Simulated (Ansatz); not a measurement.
Base system: PbI₂ in the CdI2 type structure (space group P-3m1, No. 164; a = 4.5585 Å, c = 6.9752 Å).

Method: Ansatz (a program for electronic structure), PBE-D3(BJ), PAW, cutoff 420 eV, without spin-orbit coupling.

One change was made to it. Results:

| quantity | base | after |
|---|---|---|
| band gap | 2.18 eV | 0.80 eV |
| density | 6.10 g/cm³ | 8.06 g/cm³ |

Q: Which change produced these results?
A. pressure 9 GPa
B. pressure 45 GPa
C. pressure 60 GPa

A: A, pressure 9 GPa. For comparison, the band gap in the other runs: pressure 45 GPa gives zero; pressure 60 GPa gives zero.

The mesh was chosen for an insulator and is coarse for the gapless case. From pressure 45 GPa on, the axis ratios lie over 15 % from the base's, so the cell there is far from its starting form. With I and Pb present, leaving out spin-orbit coupling can change the band edges. Load acts through the strain it causes; cell and atoms are relaxed under it. No phonon test of stability was made. Competing high-pressure phases were not computed. The final runs are not spin-polarised.
